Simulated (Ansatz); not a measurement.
The parent structure is KTaO3 in the cubic perovskite structure (space group Pm-3m, No. 221; a = 3.9893 Å). Axes: x, y, z lie along the cube axes.

Computed with Ansatz (a quantum-chemistry and plane-wave program), r2SCAN, PAW, cutoff 500 eV, spin-orbit coupling left out, earlier PAW set.

Strains are applied to the cell and any free atomic positions relax.

One change was made to it. Results:

```tsv
quantity	base	after
band gap	2.64 eV	2.61 eV
smallest direct gap	3.30 eV	3.23 eV
```

Which change produced these results?
A. tensor shear ε_xz = +3.87 %
B. tensor shear ε_yz = +2.79 %
C. uniaxial strain ε_yy = +4.86 %
D. tensor shear ε_xz = +0.80 %

D, tensor shear ε_xz = +0.80 %. For comparison, the band gap in the other runs: uniaxial strain ε_yy = +4.86 % gives 2.45 eV; tensor shear ε_xz = +3.87 % gives 2.42 eV; tensor shear ε_yz = +2.79 % gives 2.50 eV.

Spin-orbit coupling, missing from the scalar runs, can matter with Ta. Gaps are read on the SCF mesh and a high-symmetry path. Whether these cells are dynamically stable was not tested.
